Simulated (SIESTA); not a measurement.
A self-consistent single point of YB2Pd7 (Fm-3m, 10 atoms in the cell) with SIESTA

Level of theory: LDA PW92, numerical atomic orbitals TZP, PseudoDojo LDA standard norm-conserving potentials (rewritten from UPF to PSML) (SIESTA).

This input was run:

```
# files in the folder: Y.psml B.psml Pd.psml (PseudoDojo LDA standard)
SystemName  YB2Pd7
SystemLabel yb2pd7

NumberOfAtoms                10
NumberOfSpecies              3
%block ChemicalSpeciesLabel
  1 39 Y
  2 5 B
  3 46 Pd
%endblock ChemicalSpeciesLabel
LatticeConstant              1.0 Ang
%block LatticeVectors
     0.000000000    4.238530000    4.238530000
     4.238530000    0.000000000    4.238530000
     4.238530000    4.238530000    0.000000000
%endblock LatticeVectors
AtomicCoordinatesFormat      Ang
%block AtomicCoordinatesAndAtomicSpecies
     0.000000000    0.000000000    0.000000000  1
     6.357795000    6.357795000    6.357795000  2
     2.119265000    2.119265000    2.119265000  2
     2.119265000    4.238530000    2.119265000  3
     4.238530000    2.119265000    2.119265000  3
     2.119265000    0.000000000    2.119265000  3
     0.000000000    2.119265000    2.119265000  3
     2.119265000    2.119265000    4.238530000  3
     2.119265000    2.119265000    0.000000000  3
     4.238530000    4.238530000    4.238530000  3
%endblock AtomicCoordinatesAndAtomicSpecies

XC.functional                LDA
XC.authors                   PW92
PAO.BasisSize                TZP
PAO.EnergyShift              0.01 Ry
MeshCutoff                   350 Ry
%block kgrid.MonkhorstPack
    4   0   0  0.0
    0   4   0  0.0
    0   0   4  0.0
%endblock kgrid.MonkhorstPack
OccupationFunction           FD
ElectronicTemperature        0.05 eV

MaxSCFIterations             150
SCF.Mixer.Method             Pulay
SCF.Mixer.Weight             0.1
SCF.Mixer.History            8
SCF.DM.Tolerance             1.0E-05
Diag.ParallelOverK           true
WriteForces                  true
```

Output, abridged:

```
reinit: Reading from file input.fdf

reinit: System Name: YB2Pd7
reinit: System Label: yb2pd7

coor:   Atomic-coordinates input format  =     Cartesian coordinates
coor:                                          (in Angstroms)

siesta: Atomic coordinates (Bohr) and species
siesta:      0.00000   0.00000   0.00000  1        1
siesta:     12.01449  12.01449  12.01449  2        2
siesta:      4.00483   4.00483   4.00483  2        3
siesta:      4.00483   8.00966   4.00483  3        4
siesta:      8.00966   4.00483   4.00483  3        5
siesta:      4.00483   0.00000   4.00483  3        6
siesta:      0.00000   4.00483   4.00483  3        7
siesta:      4.00483   4.00483   8.00966  3        8
siesta:      4.00483   4.00483   0.00000  3        9
siesta:      8.00966   8.00966   8.00966  3       10

siesta: System type = bulk

initatomlists: Number of atoms, orbitals, and projectors:     10   234   160

siesta: ******************** Simulation parameters ****************************
redata: Spin configuration                          = none
redata: Time-Reversal Symmetry                      = T
redata: Number of Atomic Species                    =        3
redata: Mesh Cutoff                                 =   350.0000 Ry
redata: Net charge of the system                    =     0.0000 |e|
redata: Min. number of SCF Iter                     =        0
redata: Max. number of SCF Iter                     =      150
redata: SCF convergence failure will abort job
redata: SCF mix quantity                            = Hamiltonian
redata: Mix DM or H after convergence               =   F
redata: Recompute H after scf cycle                 =   F
redata: Mix DM in first SCF step                    =   T
redata: No kicks to SCF
redata: DM Mixing Weight for Kicks                  =     0.5000
redata: Require Harris convergence for SCF          =   F
redata: Harris energy tolerance for SCF             =     0.000100 eV
redata: Require DM convergence for SCF              =   T
redata: DM tolerance for SCF                        =     0.000010
redata: Require EDM convergence for SCF             =   F
redata: EDM tolerance for SCF                       =     0.001000 eV
redata: Require H convergence for SCF               =   T
redata: Hamiltonian tolerance for SCF               =     0.001000 eV
redata: Require (free) Energy convergence for SCF   =   F
redata: (free) Energy tolerance for SCF             =     0.000100 eV
redata: Using DFT-D3 dispersion                     =   F
redata: Using Saved Data (generic)                  =   F
redata: Method of Calculation                       = Diagonalization
redata: Electronic Temperature                      =   580.2259 K
redata: Number of TDED substeps                     =        3
redata: Dynamics option                             = Single-point calculation
redata: Save all siesta data in one NC              =   F
redata: ***********************************************************************

%block SCF.Mixers
  Pulay
%endblock SCF.Mixers

%block SCF.Mixer.Pulay
  # Mixing method
  method pulay
  variant stable

  # Mixing options
  weight 0.1000
  weight.linear 0.1000
  history 8
%endblock SCF.Mixer.Pulay

DM_history_depth set to one: no extrapolation allowed by default for geometry relaxation
Size of DM history Fstack: 1
Total number of electrons:   143.000000
Total ionic charge:   143.000000

* ProcessorY, Blocksize:    1  64

* Orbital distribution balance (max,min):   234   234

k-point displ. along   1 input, could be:     0.00    0.50
k-point displ. along   2 input, could be:     0.00    0.50
k-point displ. along   3 input, could be:     0.00    0.50
 Kpoints in:           48 . Kpoints trimmed:           44

siesta: k-grid: Number of k-points = 44
siesta: k-points from Monkhorst-Pack grid
siesta: k-cutoff (effective) =    11.988 Ang
siesta: k-point supercell and displacements
siesta: k-grid:     4     0     0      0.000
siesta: k-grid:     0     4     0      0.000
siesta: k-grid:     0     0     4      0.000

diag: Algorithm                                     = D&C
diag: Parallel over k                               =   F
diag: Use parallel 2D distribution                  =   F
diag: Parallel block-size                           = 64
diag: Parallel distribution                         =     1 x     1
diag: Used triangular part                          = Lower
diag: Absolute tolerance                            =  0.100E-15
diag: Orthogonalization factor                      =  0.100E-05
diag: Memory factor                                 =  1.0000

superc: Internal auxiliary supercell:     5 x     5 x     5  =     125
superc: Number of atoms, orbitals, and projectors:   1250  29250  20000

                        Single-point calculation

superc: Internal auxiliary supercell:     5 x     5 x     5  =     125
superc: Number of atoms, orbitals, and projectors:   1250  29250  20000

outcell: Unit cell vectors (Ang):
        0.000000    4.238530    4.238530
        4.238530    0.000000    4.238530
        4.238530    4.238530    0.000000

outcell: Cell vector modules (Ang)   :    5.994187    5.994187    5.994187
outcell: Cell angles (23,13,12) (deg):     60.0000     60.0000     60.0000
outcell: Cell volume (Ang**3)        :    152.2915
new_DM -- step:     1
Initializing Density Matrix...

Attempting to read DM from file... Failed...
DM filled with atomic data:

InitMesh: MESH = 60 x 60 x 60 = 216000
InitMesh: Mesh cutoff (required, used) =   350.000   415.370 Ry

stepf: Fermi-Dirac step function

        iscf     Eharris(eV)        E_KS(eV)     FreeEng(eV)     dDmax    Ef(eV) dHmax(eV)
   scf:    1   -26914.688538   -26969.153080   -26969.220999  1.561376 -4.667356  5.088013
   scf:    2   -26976.928419   -26973.651426   -26973.721210  0.051995 -4.857558  4.141468
   scf:    3   -26976.319832   -26975.452402   -26975.531590  0.049767 -5.029532  2.693795
   scf:    4   -26974.283263   -26975.464819   -26975.538739  0.067592 -5.140934  4.241704
   scf:    5   -26974.654122   -26975.083110   -26975.158264  0.011308 -5.137631  5.708386
   scf:    6   -26970.390879   -26974.685657   -26974.779011  0.055619 -5.154478  6.676910
   [... 7 lines left out ...]
   scf:   14   -26976.000450   -26976.000271   -26976.075191  0.000129 -5.186181  0.154302
   scf:   15   -26976.000409   -26976.000632   -26976.075863  0.000695 -5.186405  0.002447
   scf:   16   -26976.000622   -26976.000627   -26976.075863  0.000011 -5.186421  0.000108
   scf:   17   -26976.000631   -26976.000629   -26976.075863  0.000035 -5.186413  0.001181
   scf:   18   -26976.000624   -26976.000626   -26976.075863  0.000005 -5.186413  0.000029

SCF Convergence by DM+H criterion
max |DM_out - DM_in|         :     0.0000053375
max |H_out - H_in|      (eV) :     0.0000293955
SCF cycle converged after 18 iterations

Using DM_out to compute the final energy and forces

siesta: E_KS(eV) =           -26976.0006

siesta: E_KS - E_eggbox =    -26976.0006

siesta: Atomic forces (eV/Ang):
     1   -0.000000   -0.000000    0.000000
     2    0.000000    0.000000    0.000000
     3   -0.000000   -0.000000   -0.000000
     4    0.000000   -0.000000    0.000000
     5   -0.000000    0.000000    0.000000
     6   -0.000000    0.000000    0.000000
     7    0.000000   -0.000000    0.000000
     8    0.000000   -0.000000   -0.000000
     9   -0.000000   -0.000000    0.000000
    10    0.000000    0.000000    0.000000
   Tot   -0.000000   -0.000000    0.000000
   Max    0.000000
   Res    0.000000    sqrt( Sum f_i^2 / 3N )
   Max    0.000000    constrained

Stress tensor Voigt[x,y,z,yz,xz,xy] (kbar):      134.53      134.53      134.53        0.00        0.00       -0.00
(Free)E + p*V (eV/cell)   -26988.8631
Target enthalpy (eV/cell)   -26976.0759

siesta: Program's energy decomposition (eV):
siesta: Ebs     =     -4536.074172
siesta: Eions   =     36632.526931
siesta: Ena     =      4431.017642
siesta: Ekin    =      9034.983573
siesta: Enl     =       290.948929
siesta: Eso     =         0.000000
siesta: Edftu   =         0.000000
siesta: DEna    =        80.445177
siesta: DUscf   =         1.366438
siesta: DUext   =         0.000000
siesta: Ex      =     -3837.305699
siesta: Ec      =      -344.929756
siesta: Exc     =     -4182.235456
siesta: Eharris =    -26976.000624
siesta: Etot    =    -26976.000626
siesta: FreeEng =    -26976.075863

siesta: Stress tensor (static) (eV/Ang**3):
siesta:     0.083965   -0.000000    0.000000
siesta:    -0.000000    0.083965    0.000000
siesta:     0.000000    0.000000    0.083965

siesta: Cell volume =        152.291541 Ang**3

siesta: Pressure (static):
siesta:                Solid            Molecule  Units
siesta:          -0.00091450         -0.00091450  Ry/Bohr**3
siesta:          -0.08396540         -0.08396540  eV/Ang**3
siesta:        -134.52740603       -134.52740604  kBar
```

The run converged in 18 iterations.

The starting cell comes from a database of computed structures (which also holds hypothetical and non-ambient phases and stackings), without a prior relaxation at this level. Spin polarisation is off. Values carry the incompleteness of an atom-centred basis. With a pressure of about -13 GPa the cell is away from its equilibrium volume at this level.

Cost on one core of a shared machine: roughly 5 min.
